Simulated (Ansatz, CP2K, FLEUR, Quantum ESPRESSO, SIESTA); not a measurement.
# One structure in several programs: LaAu (Cmcm, 4 atoms in the cell)

Self-consistent single point.

```xyz
4
Lattice="1.9726 -5.7115 0.0000 1.9726 5.7115 0.0000 0.0000 0.0000 4.7358" Properties=species:S:1:pos:R:3 pbc="T T T"
La     1.9726    -4.1692     3.5519
La     1.9726     4.1692     1.1840
Au     1.9726    -0.9938     3.5519
Au     1.9726     0.9938     1.1840
```

All programs got the same cell, k-point mesh and kind of occupations (in Ansatz's words: kpoints.mp_grid.grid = 6 6 5; scf.occupations.method = fermi_dirac; scf.occupations.width = 0.0073 Ry); potentials, basis and cutoffs are each program's usual ones.

```tsv
code	model	pressure (GPa)	largest force (eV/Å)	k-points	cutoff
FLEUR	PBEsol, all-electron FLAPW (FLEUR), scalar-relativistic valence	–	0.085	39	Kmax 3.8 1/bohr
CP2K	PBEsol, GPW, DZVP-MOLOPT-SR-GTH basis, GTH-PBE potentials (GTH_POTENTIALS)	2.17	0.174	92	grid 500 Ry
Ansatz	PBEsol, PAW files made with PBE	-0.06	0.076	39	default
SIESTA	GGA PBEsol, numerical atomic orbitals TZP, PseudoDojo PBEsol standard norm-conserving potentials (rewritten from UPF to PSML)	0.50	0.226	96	grid 400 Ry
Quantum ESPRESSO	PBEsol, GBRV 1.5 ultrasoft (PBESOL) pseudopotentials	-0.05	0.077	39	40 Ry
```

Size of the force on each atom (eV/Å): Sizes of forces hide their directions.

| code | La1 | La2 | Au3 | Au4 |
|---|---|---|---|---|
| FLEUR | 0.085 | 0.085 | 0.059 | 0.059 |
| CP2K | 0.174 | 0.174 | 0.003 | 0.003 |
| Ansatz | 0.076 | 0.076 | 0.058 | 0.058 |
| SIESTA | 0.226 | 0.226 | 0.204 | 0.204 |
| Quantum ESPRESSO | 0.077 | 0.077 | 0.071 | 0.071 |

A dash marks a value that a program does not give, or that is left out as unsure.

The spread over the programs that give each value: pressure within 2.23 GPa; largest force within 0.150 eV/Å.

The starting cell comes from a database of computed structures (which also holds hypothetical and non-ambient phases and stackings), without a prior relaxation at this level. Its lattice was rescaled by a random factor within 2.5 % of one. On Ansatz's run: Spin-orbit coupling is off.

**Question.** Why do the programs differ, and what cannot be compared?

**Answer.** Differences of this kind can come from the potentials, where these differ, and from what each basis and cutoff leave unconverged. The valence holds different numbers of electrons (FLEUR 56, CP2K 44, Ansatz (an electronic-structure program) 60, SIESTA 60, Quantum ESPRESSO 44). The zero of total energies and Fermi levels follows the potentials and each program's conventions, so they are not compared here. CP2K and SIESTA use small atom-centred bases, whose incompleteness enters pressures, forces and empty levels differently from a plane-wave cutoff. FLEUR treats all electrons, but the usual bases taken here (sphere radii, linearisation, local orbitals, empty states) were not tested for convergence, so the values are no reference for the others. Ansatz's pressure is given at a fixed set of plane waves, as the other plane-wave codes print theirs. Ansatz's smearing width was typed in Ry to four decimals, so it matches the others to a few per cent. The programs reduce the same mesh by symmetry to different extents, which changes the work and not the result. In the pressure, CP2K (by 2.22) lies more than 1 GPa from the median of the plane-wave programs. In the force vectors, CP2K (by 0.097) and SIESTA (by 0.149) lie more than 0.08 eV/Å from the median of the plane-wave programs.

Left out of this page: ABINIT (with a known weakness of the program); Elk (not drawn, or without a comparable value).

Keys are those of Ansatz 0.2.
